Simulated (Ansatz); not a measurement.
**Variants of one calculation on YCuSb₂ (P4/nmm, 8 atoms in the cell)**

```cif
data_Cu2Sb4Y2
_chemical_formula_sum 'Y2 Cu2 Sb4'
_space_group_name_H-M_alt 'P4/nmm :1'
_space_group_IT_number 129
_space_group_name_Hall 'P 4ab 2ab -1ab'
_cell_length_a 4.29677
_cell_length_b 4.29677
_cell_length_c 9.89178
_cell_angle_alpha 90.000
_cell_angle_beta 90.000
_cell_angle_gamma 90.000
loop_
_space_group_symop_operation_xyz
  'x, y, z'
  '-y+1/2, x+1/2, z'
  '-x, -y, z'
  'y+1/2, -x+1/2, z'
  'x+1/2, -y+1/2, -z'
  '-y, -x, -z'
  '-x+1/2, y+1/2, -z'
  'y, x, -z'
  '-x+1/2, -y+1/2, -z'
  'y, -x, -z'
  'x+1/2, y+1/2, -z'
  '-y, x, -z'
  '-x, y, z'
  'y+1/2, x+1/2, z'
  'x, -y, z'
  '-y+1/2, -x+1/2, z'
loop_
_atom_site_label
_atom_site_type_symbol
_atom_site_symmetry_multiplicity
_atom_site_Wyckoff_symbol
_atom_site_fract_x
_atom_site_fract_y
_atom_site_fract_z
_atom_site_occupancy
Y1 Y 2 c 0.50000 0.00000 0.24697 1
Cu1 Cu 2 b 0.50000 0.50000 0.50000 1
Sb1 Sb 2 a 0.00000 0.00000 0.00000 1
Sb2 Sb 2 c 0.00000 0.50000 0.34321 1
```

Base run A: Ansatz (an electronic-structure program) with PBEsol, PAW files made with PBE, self-consistent single point.

Its settings: kpoints.mp_grid.grid = 6 6 3; hamiltonian.xc = pbesol; hamiltonian.pseudopotentials = {kind: paw} (the program's default PAW files); scf.occupations.method = cold; scf.occupations.width = 0.01 Ry.

The starting cell comes from a database of computed structures (which also holds hypothetical and non-ambient phases and stackings), without a prior relaxation at this level. Spin polarisation is off. Ansatz's pressure includes its estimate of the finite-basis (Pulay) stress.

ΔF is the free energy per atom less that of run A. 

Run A gave: pressure (GPa) -2.88; largest force (eV/Å) 0.293; k-points 20.

Runs:
- B: kpoints.mp_grid.grid: 6 6 3 → 7 7 4; scf.occupations.width: 0.01 Ry → 0.0073 Ry
- C: scf.occupations.width: 0.01 Ry → 0.0037 Ry
- D: scf.occupations.method: cold → fermi_dirac; scf.occupations.width: 0.01 Ry → 0.0073 Ry
- E: parallel starting moments (0 0 0.25 0.25 0 0 0 0 μB); magnetization.spin_polarized: default → true
- F: crystal.symmetry.detect: default → false
- G: scf.mixing.algorithm: default (the program chose MSR1) → broyden; scf.mixing.beta: default → 0.05
- H: scf.mixing.algorithm: default (the program chose MSR1) → msr1

Task: What does run B change against A?

Result: The free energy drops by 4.3 meV/atom, the pressure stays near -2.86 GPa while the zz stress (positive for compression) goes from -2.18 to -2.90 GPa and the largest force goes from 0.293 to 0.089 eV/Å.

Task: What does run D change against A?

Result: The free energy goes down by 5.3 meV/atom, the pressure moves little (-2.88 to -2.83 GPa) and the largest force goes from 0.293 to 0.238 eV/Å.

```csv
run,ΔF (meV/atom),pressure (GPa),largest force (eV/Å),k-points
A,0.00,-2.88,0.293,20
B,-4.3,-2.86,0.089,30
C,0.20,-2.88,0.297,20
D,-5.3,-2.83,0.238,20
E,0.00,-2.88,0.293,20
F,0.00,-2.88,0.293,56
G,0.00,-2.88,0.293,20
H,0.00,-2.88,0.293,20
```

Keys are those of Ansatz 0.2.
